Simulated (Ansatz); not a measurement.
The reference is LiF in the rock salt structure (space group Fm-3m, No. 225; a = 4.008 Å). Axes: x, y, z lie along the cube axes.

All numbers come from PBEsol/PAW in Ansatz (an electronic-structure program), no spin-orbit coupling.

Perturbation: every lattice vector is stretched by 2.50 %; the atoms relax in the strained cell.

Question: Predict the stress tensor and what it implies for the stiffness.

Answer: Stress of the strained cell less that of the base (GPa, compression positive):
```
  -4.58    0.00    0.00
   0.00   -4.58    0.00
   0.00    0.00   -4.58
```

Then B = −ΔP/(ΔV/V₀) with ΔV/V₀ = 0.0769 gives secant stiffness values (nonlinear terms included at this strain): B ≈ 60 GPa.

As a check, the harmonic strain energy −½ V₀ Δσ:ε is 8.6 meV/atom; the computed energy rise is 9.4 meV/atom.

Stability against distortions was not tested.
